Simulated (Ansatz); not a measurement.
**KMgF3: energy against volume**

KMgF3 (cubic perovskite, Pm-3m, 12.717 Å³/atom and stress up to 0.01 GPa in the relaxed cell, cube axes along x, y and z) under an equal strain ε along all three axes. PBEsol in Ansatz, a plane-wave DFT program (PAW, default set), 420 eV, 8×8×8 Γ-centred mesh, Fermi-Dirac smearing 0.05 eV; ions are relaxed, or left where forces stay under 0.02 eV/Å, within the symmetry of each cell.

Here V stands for volume and E for E less E0.

```csv
volume (Å³/atom),E less E0 (meV/atom),pressure (GPa)
11.6065,?,?
12.0426,8.98,4.46
12.2646,3.90,2.85
12.4895,1.03,1.36
12.7170,0.00,0.01
12.9473,0.96,-1.24
13.1803,3.57,-2.38
13.4161,7.86,-3.43
```

Taking the third-order Birch-Murnaghan form, a cubic in V^(-2/3) for E over the 7 complete rows: With u = V^(-2/3) - 0.184, the rows have u = 0.006336, 0.004032, 0.001768, -0.000455, -0.002638, -0.004781, -0.006888. Least squares gives E = 0.075 + 176.62·u + 191798·u² + 311295·u³. Residuals (row less fit): 0.007, -0.026, 0.041, -0.034, 0.022, -0.011, 0.004; standard error 0.037 (degrees of freedom: 3). Its minimum lies at u = -0.000461, so V0 = (0.183539)^(-3/2) = 12.72. There d²E/du² = 382700 and d³E/du³ = 1868000, so B0 = (4/9) × 12.72^(-7/3) × 382700 × 0.160218 = 72.2 GPa (the last factor turns the table's units into GPa), and B0' = 4 + (2/3) × 0.183539 × (1868000)/382700 = 4.6. B0' rests on the cubic coefficient alone and has a standard error of 0.5 from these residuals.

Task: What does the fit predict for E at V = 11.6065, and how far is the calculated value from it?

Result: u = 0.011074, so E = 0.075 + 176.62 × 0.011074 + 191798 × 0.011074² + 311295 × 0.011074³ = 25.974 meV/atom. The calculation gives 25.94 meV/atom, 0.034 meV/atom below the prediction (0.1 % of the range of E in the table). The row lies outside the fitted rows, so this is an extrapolation. From the scatter of the fitted rows alone, a prediction at this place has a standard error of 0.278 meV/atom, so the miss is 0.1 times that.

The primitive cell can neither tilt nor turn polar against its symmetry, as such crystals can under strain. Other structures, which can take over under pressure, weren't tried. The same form fitted to the pressure column gives B0' = 4.5; series where the two differ by over 0.4 aren't shown. Rows are the converged runs of the series near zero and its far end, less any whose ions stayed unrelaxed beside relaxed ones; series whose fitted rows scatter by over a few per cent of the range, as at a crossing or softening among them, aren't shown in this form.
